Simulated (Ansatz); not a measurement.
Consider a periodic stack without vacuum, rock-salt TaC (1 1 0) on cuprite (1 1 0) (film strained to the substrate, started from cuts of the bulks and a machine-learned relaxation; slabs O8Cu18 and C12Ta12, which can lie off the formulas): substrate slab O8Cu18, film C12Ta12, surface cells [[0, 1], [-1, 0]] and [[0, 2], [-1, 0]], film strained by -4.0 and -4.0 %, outermost planes Cu/Cu and CTa/CTa as cut, which need not be the usual terminations and can put a slab off its formula. Its start:

```xyz
50
Lattice="6.0792 0.0000 0.0114 0.0000 4.2986 0.0008 1.0609 -2.1450 24.3798" Properties=species:S:1:pos:R:3 pbc="T T T"
O      2.4533    -0.0776     2.6152
O      5.4874     2.0822     2.4806
Cu     0.8651     3.2454     2.5448
Cu     3.9837     3.1541     2.6672
Cu     5.9109     0.9955     0.9566
Cu     2.7787     0.5971     0.8898
O      5.4474     0.0087     5.5534
O      2.4059     2.1723     5.5504
Cu     3.9074     3.2669     5.5335
Cu     0.8965     3.2534     5.5621
Cu     2.4638     1.0184     4.1005
Cu     5.4868     0.9890     3.9747
O      2.3970     0.0043     8.5608
O      5.4352     2.1691     8.5690
Cu     0.8622     3.2557     8.5665
Cu     3.9288     3.2534     8.5551
Cu     5.4382     1.0752     7.0719
Cu     2.3966     1.0760     7.0464
O      5.4713    -0.0825    11.5019
O      2.4258     2.0722    11.6369
Cu     3.9033     3.2040    11.5094
Cu     0.9382     3.1741    11.4412
Cu     2.4226     0.9838    10.1390
Cu     5.4706     1.0263    10.0278
Cu     5.5879     0.5963    13.2496
Cu     2.6422     1.0001    13.2101
C      2.7412     0.7963    15.0833
C      5.7831     0.7844    15.1043
C      4.2565    -1.3596    16.7595
C      1.2178    -1.3588    16.7549
C      5.7732     0.7907    18.4662
C      2.7347     0.7898    18.4626
C      1.2145    -1.3603    20.0970
C      4.2534    -1.3592    20.1085
C      2.7281     0.7858    21.8117
C      5.7738     0.7883    21.8170
C      4.2552    -1.3711    23.4608
C      1.2110    -1.3565    23.4789
Ta     1.2097     0.7911    16.7188
Ta     4.2482     0.7888    16.7260
Ta     2.7392     2.9541    15.2361
Ta     5.7788     2.9242    15.2421
Ta     4.2492     0.7900    20.1071
Ta     1.2098     0.7893    20.1027
Ta     5.7738    -1.3586    18.4703
Ta     2.7353    -1.3594    18.4652
Ta     1.2083     0.8013    23.3416
Ta     4.2466     0.7691    23.3359
Ta     2.7084    -1.3629    21.8436
Ta     5.7539    -1.3610    21.8505
```

The start was prepared with a machine-learned potential, and the result is one local minimum, with the in-plane cell held and forces under 0.04 eV/Å; the film can end far from its bulk form.

Computed with PBE (plane waves to 420 eV, PAW; Ansatz, a first-principles code). Spin–orbit coupling is left out; the runs are not spin-polarised; PBE gaps are too small against experiment. Its k-point mesh 4×6×1, Fermi–Dirac width 0.05 eV.

### Question
Predict the relaxed interface.

### Answer
- interface area = 26.1 Å²
- period = 23.49 Å
- heights between the nearest atoms of the two slabs at the two interfaces = 1.89 and 1.27 Å
- Cu–Ta contacts across the interfaces within 1.22 times the sum of covalent radii = 20, mean 3.03 Å
- C–Cu contacts across the interfaces within 1.22 times the sum of covalent radii = 6, mean 1.96 Å
